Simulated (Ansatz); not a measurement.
## Convergence study of the k-point mesh at a smearing width of 0.02 eV for NbH₂ (I4mm, 3 atoms in the cell)

```
CELL_PARAMETERS angstrom
      0.00000     2.29598     2.29598
      2.29598     0.00000     2.29598
      2.29598     2.29598     0.00000
ATOMIC_POSITIONS crystal
  Nb 0.01089 0.01089 0.98911
  H  0.25000 0.25000 0.25000
  H  0.75000 0.75000 0.75000
```

Method: PBEsol, default PAW files made with PBE (plane waves; Ansatz, an electronic-structure program).

Base settings: basis.ecutwfc = 30.9 Ry; kpoints.mp_grid.grid = 12 12 12; hamiltonian.xc = pbesol; hamiltonian.pseudopotentials = {kind: paw} (the program's default PAW files); scf.occupations.method = gaussian; scf.occupations.width = 0.0073 Ry.

In this ladder: scf.occupations.width = 0.0015 Ry.

Only quantities that move along the ladder and can be compared are tabulated.

The count of work is k-points × plane waves × bands × iterations; it is no time. 

The starting cell comes from a database of computed structures (which also holds hypothetical and non-ambient phases and stackings), without a prior relaxation at this level. Its lattice was rescaled by up to half a per cent. One atom was moved a little off its site on purpose. Spin polarisation is off. In the base run, with a pressure of about -8 GPa the cell is away from its equilibrium volume at this level. Ansatz's pressure includes its estimate of the finite-basis (Pulay) stress.

Steps (kpoints.mp_grid.grid): 4 4 4; 5 5 5; 6 6 6; 8 8 8; 9 9 9; 11 11 11; 13 13 13; 16 16 16; 24 24 24; 29 29 29.

Q: What is the coarsest kpoints.mp_grid.grid that holds the free energy within 1 meV/atom of the last step, with all finer ones?

A: 11 11 11, at 0.070 of the last step's count of work; the step before is off by 1.3 meV/atom.

Q: What is the coarsest kpoints.mp_grid.grid that holds the forces within 0.01 eV/Å of the last step, with all finer ones?

A: 9 9 9, at 0.042 of the last step's count of work; the step before is off by 0.011 eV/Å.

Q: What is the coarsest kpoints.mp_grid.grid that holds the pressure within 0.1 GPa of the last step, with all finer ones?

A: 9 9 9, at 0.042 of the last step's count of work; the step before is off by 0.19 GPa.

```csv
kpoints.mp_grid.grid,free energy less the last step's (meV/atom),pressure (GPa),largest difference of a force vector from the last step's (eV/Å),count of work / last
4 4 4,64.92,-6.43,0.059,0.0072
5 5 5,23.69,-7.78,0.046,0.010
6 6 6,-10.59,-8.56,0.022,0.017
8 8 8,5.62,-8.13,0.011,0.033
9 9 9,1.26,-8.28,0.007,0.042
11 11 11,-0.31,-8.35,0.004,0.070
13 13 13,0.86,-8.30,0.001,0.11
16 16 16,-0.04,-8.33,0.002,0.19
24 24 24,-0.16,-8.33,0.004,0.59
29 29 29,0.00,-8.32,0.000,1.0
```

Keys are those of Ansatz 0.2.
